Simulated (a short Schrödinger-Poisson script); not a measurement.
**MOS inversion layer, Si3N4 on p-type Si(100)**

Stack: MOS inversion layer, Si3N4 on p-type Si(100), at 400 K.

```
layer  material  thickness (nm)  Na (cm⁻³)
-----  --------  --------------  ---------
1         Si3N4             3.6          -
2            Si             940     2.1e17
```

The device is made up for the run: typed textbook-type constants, with dimensions and the other settings drawn at random. Si3N4: permittivity 7.5, conduction-band edge (eV) 1.95, gap (eV) 5.1, electron mass (mₑ) 0.5. Si: permittivity 11.7, conduction-band edge (eV) 0, gap (eV) 1.124, Nv at 300 K (cm⁻³) 3.1e19.

Channel valleys (confinement mass, in-plane density-of-states mass, number): Δ2 0.916, 0.19, 2; Δ4 0.19, 0.417, 4. At the gate the conduction-band edge of layer 1 lies 2.33 eV − eVg above the Fermi level of the channel; the field vanishes at the back. Gaps are held at their typed values at every temperature. Mesh 0.03 nm at interfaces.

Solved with a short Schrödinger-Poisson script written for these runs: 1D Poisson equation in equilibrium, electrons quantum, Hartree (BenDaniel-Duke, 12 states a valley, the channel's in-plane mass for all, wave functions ending at the dielectric), parabolic valleys, classical holes, full ionisation, no traps, pinning or gate leakage.

```tsv
Vg (V)	electrons (cm⁻²)	C (μF/cm²)	Δ2 E0 (meV)	Δ2 E1 (meV)	Δ4 E0 (meV)	Δ4 E1 (meV)
0	4.67e6	0.182	525.7	563.5	560.5	622.0
0.1	5.38e7	0.167	438.7	479.2	476.0	542.3
0.2	6.48e8	0.157	350.6	393.6	390.2	460.7
0.3	7.94e9	0.173	262.4	307.5	304.0	378.4
0.4	8.18e10	0.379	179.9	227.7	224.0	302.0
0.5	4.07e11	0.816	121.6	173.3	169.5	251.3
0.6	9.86e11	1.08	87.4	144.3	140.4	225.7
0.7	1.70e12	1.22	64.8	127.2	123.2	211.8
0.8	2.48e12	1.30	48.1	115.7	111.7	203.2
0.9	3.30e12	1.35	34.7	107.3	103.2	197.3
1	4.15e12	1.39	23.4	100.8	96.7	193.0
1.1	5.03e12	1.42	13.5	95.5	91.4	189.7
1.2	5.92e12	1.44	4.7	91.0	86.9	187.1
1.3	6.83e12	1.46	-3.4	87.1	83.0	184.9
1.4	7.74e12	1.48	-10.8	83.7	79.6	183.1
1.5	8.67e12	1.49	-17.8	80.7	76.5	181.5
1.6	9.60e12	1.50	-24.4	77.9	73.7	180.1
1.7	1.05e13	1.51	-30.7	75.3	71.1	178.9
1.8	1.15e13	1.52	-36.8	72.9	68.7	177.8
1.9	1.24e13	1.53	-42.6	70.7	66.4	176.8
2	1.34e13	1.53	-48.3	68.5	64.3	175.9
```

Subbands count from the Fermi level.
